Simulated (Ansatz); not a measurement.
Cell and atoms of amorphous hafnium silicate (Hf$_{6}$Si$_{14}$O$_{40}$):

```xyz
60
Lattice="9.1382 0.2114 -0.0521 0.2114 9.6654 0.0638 -0.0521 0.0638 9.0991" Properties=species:S:1:pos:R:3 pbc="T T T"
Hf     1.8202     1.7932     8.1242
Hf     8.7269     7.0392     4.4112
Hf     6.5857     1.8939     4.6179
Hf     1.8343     0.0788     3.7512
Hf     7.3276     6.2689     0.9270
Hf     7.4696     1.4881     8.8414
Si     8.7580     3.8121     4.5250
Si     2.6307     3.1018     2.0334
Si     8.9209     0.2859     6.5041
Si     5.6712     3.6063     1.8525
Si     2.3503     6.1474     8.5688
Si     3.8667     4.3911     6.7470
Si     7.9581     9.2305     2.6754
Si     4.5423     9.6110     5.9549
Si     2.1366     4.8480     4.4705
Si     7.0345     7.8093     6.8960
Si     4.3913     9.8071     8.9023
Si     0.1934     4.1958     9.0725
Si     2.9562     7.7269     1.0409
Si     6.9741     4.8294     6.7981
O      2.3361     8.4511     2.3069
O      7.1651     6.3426     6.0472
O      5.7637     8.5270     6.2439
O      2.3199     1.7877     2.9471
O      8.3394     5.2172     3.8085
O      9.0087     2.9509     8.2755
O      6.5889     0.2677     3.4841
O      4.8882     1.4073     5.5305
O      1.0331     0.5262     5.6612
O      4.1421     3.1989     1.4603
O      2.0020     7.7591     8.6998
O      3.6001     9.0419     4.7816
O      8.5197     8.3600     6.2527
O      7.0659     7.6487     8.4766
O      4.4498     8.3310     0.6344
O      2.2515     4.4130     2.9284
O      8.1165     0.2623     1.2311
O      1.0825     5.2300     8.1420
O      3.0312     6.0625     1.0135
O      6.7432     2.8138     0.8987
O      3.0435     0.9785     0.4064
O      3.0441     3.0991     7.2671
O      5.8575     3.2799     3.4292
O      7.5210     1.1348     6.5010
O      1.1033     3.8026     5.2249
O      5.6654     0.6969     8.6612
O      0.2676     0.2896     8.0975
O      5.8610     5.2123     1.5437
O      7.6658     5.0270     8.2476
O      3.5881     4.7122     5.1729
O      5.4820     4.2537     6.9540
O      9.2619     8.9782     3.6803
O      8.9136     5.1593     1.2486
O      7.6368     7.5745     2.5507
O      1.6433     3.1788     0.6844
O      3.6858     9.7320     7.3762
O      8.5079     2.3892     3.8460
O      3.5250     5.7909     7.5175
O      7.6539     3.7417     5.7996
O      1.4618     6.3510     4.6408
```

The numbers are results of PBE, scalar-relativistic without spin-orbit coupling (plane waves to 420 eV, PAW; Ansatz, a program for electronic structure), not measurements.

The cell was made by melting and quenching with the CHGNet potential and then relaxed with DFT. O atoms were pushed apart under 1.9 Å during the dynamics, to hinder bonds among them. The hot cell started wider than the set density and was brought back towards it in steps. It is the lowest in DFT energy of 2 quenches. It is a model cell: composition and starting density were chosen by hand, and all elements were melted together. No dispersion term was used. Its density started from a set value of 4.35 and ended at 4.35 g/cm³. The simulated quench (nominally 600 K/ps over its main leg) is rapid and tends to freeze in more defects than a deposited or slowly cooled glass has. Values belong to this one cell and scatter from quench to quench. The volume was held where the preparation left it and the shape relaxed, at a PBE pressure of 2.6 GPa. Stress components on the final sampling reach 2.6 GPa.

Neighbours within Hf-Hf 3.34 Å, Hf-Si 2.89 Å, Hf-O 2.66 Å, Si-Si 2.60 Å, Si-O 2.08 Å, O-O 1.58 Å count as bonded. Two cations that share two anions don't count as bonded, nor two that share one unless they lie closer than Hf-Hf 3.25 Å, Hf-Si 2.81 Å, Si-Si 2.38 Å.

Problem. Give the coordination numbers, mean bond lengths and angles.

Solution. 
| Item | Result |
|---|---|
| Mean coordination of Hf by anions | 5.67 (2 with 5, 4 with 6) |
| Mean coordination of Si by anions | 4.07 (13 with 4, 1 with 5) |
| Mean coordination of O | 2.27 (29 with 2, 11 with 3) |
| Mean Si-O bond | 1.649 Å (spread 0.057 Å, 57 counted) |
| Mean Hf-O bond | 2.116 Å (spread 0.161 Å, 34 counted) |
| Bond angle at Hf | mean 103.5°, spread 27.2° |
| Bond angle at Si | mean 109.0°, spread 10.8° |
| Bond angle at O | mean 124.9°, spread 21.2° |

Problem. Which atoms depart from the most common coordination of their element?

Solution. Hf4 has 5 (O24 1.95 Å, O32 1.96 Å, O21 2.01 Å, O29 2.12 Å, O52 2.16 Å); Hf5 has 5 (O48 1.91 Å, O53 1.96 Å, O34 2.04 Å, O54 2.11 Å, O49 2.24 Å); Si18 has 5 (O53 1.63 Å, O38 1.65 Å, O26 1.67 Å, O55 1.84 Å, O49 1.94 Å); O22 has 3 (Si16 1.70 Å, Si20 1.70 Å, Hf2 2.37 Å); O26 has 3 (Si18 1.67 Å, Hf1 2.18 Å, Hf6 2.20 Å); O33 has 3 (Si16 1.71 Å, Si9 1.73 Å, Hf2 2.28 Å); O44 has 3 (Si9 1.64 Å, Hf3 2.24 Å, Hf6 2.37 Å); O47 has 3 (Si9 1.63 Å, Hf1 2.16 Å, Hf6 2.31 Å); O49 has 3 (Si20 1.62 Å, Si18 1.94 Å, Hf5 2.24 Å); O52 has 3 (Si13 1.67 Å, Hf2 2.14 Å, Hf4 2.16 Å); O54 has 3 (Si13 1.69 Å, Hf5 2.11 Å, Hf2 2.22 Å); O55 has 3 (Si8 1.67 Å, Si18 1.84 Å, Hf1 2.22 Å); O56 has 3 (Si14 1.66 Å, Si17 1.68 Å, Hf1 2.53 Å); O59 has 3 (Si20 1.63 Å, Si7 1.69 Å, Hf3 2.44 Å).

Problem. List the pairs of like atoms that count as bonded by the rules above.

Solution. There are none by these rules.
